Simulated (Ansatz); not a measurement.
# A computed series for MgSe: response to strain

The parent structure is MgSe in the rock salt structure (space group Fm-3m, No. 225).

```
CELL_PARAMETERS angstrom
      0.00000     2.69565     2.69565
      2.69565     0.00000     2.69565
      2.69565     2.69565     0.00000
ATOMIC_POSITIONS crystal
  Mg 0.00000 0.00000 0.00000
  Se 0.50000 0.50000 0.50000
```

Cartesian axes are those of the cell as printed.

Strains are applied to the cell and any free atomic positions relax; under biaxial strain the out-of-plane vector relaxes too.

All numbers come from Kohn–Sham DFT with the LDA functional, run in Ansatz (a quantum-chemistry and plane-wave program) with PAW and 420 eV plane waves, scalar-relativistic without spin-orbit coupling.

Candidates:
(a) biaxial strain +2.08 %, plane normal [111], relaxed out of plane
(b) biaxial strain +0.83 %, plane normal [111], relaxed out of plane
(c) biaxial strain +2.50 %, plane normal [111], relaxed out of plane
(d) biaxial strain −0.42 %, plane normal [111], relaxed out of plane

Before the change:

* **Band gap**: 1.72 eV

Task: Order them by band gap, highest first.

Result: (d) biaxial strain −0.42 %, plane normal [111], relaxed out of plane (1.70 eV), (b) biaxial strain +0.83 %, plane normal [111], relaxed out of plane (1.61 eV), (a) biaxial strain +2.08 %, plane normal [111], relaxed out of plane (1.45 eV), (c) biaxial strain +2.50 %, plane normal [111], relaxed out of plane (1.40 eV)

Stability against distortions was not tested.
